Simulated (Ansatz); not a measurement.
Take ZrO₂ in the fluorite structure (space group Fm-3m, No. 225; a = 5.064 Å) as the base.

Level of theory: PBEsol in Ansatz (plane waves to 420 eV, PAW, spin-orbit coupling left out).

For the base:

```
Quantity                                 Value
-----------------------------  ---------------
Band gap                               3.33 eV
Width of the top valence band          1.67 eV
Density                             6.30 g/cm³
Gap character                  indirect, X → Γ
```

Perturbation: every Zr is replaced by Hf; the structure is relaxed again.

Tabulated Pauling electronegativity and covalent radius: Zr 1.33, 1.75 Å; Hf 1.30, 1.75 Å.

### Question
How does this affect the electron mass?

### Answer
The electron mass is 1.1 mₑ along k, 0.70 mₑ across (at X).

### Question
Estimate the effect on the band gap.

### Answer
The band gap grows by 0.36 eV (3.33 eV → 3.69 eV).

### Question
What does the calculation give for the width of the top valence band after the change?

### Answer
The width of the top valence band rises by 0.21 eV (1.67 eV → 1.88 eV).

### Question
How does this affect the density?

### Answer
The density grows by 4.593 g/cm³ to 10.90 g/cm³.

### Question
How does this affect the gap character?

### Answer
The gap character goes from indirect, X → Γ to direct at X.

With Hf present, leaving out spin-orbit coupling can change the band edges. Masses are band curvatures over ±0.01 Å⁻¹ around the edge. Along k means along the line from Γ to the band edge. No phonon test of stability was made. This is not the structure that HfO2 has at room temperature and ambient pressure. This is not the structure that ZrO2 has at room temperature and ambient pressure.

Ansatz is a first-principles code.
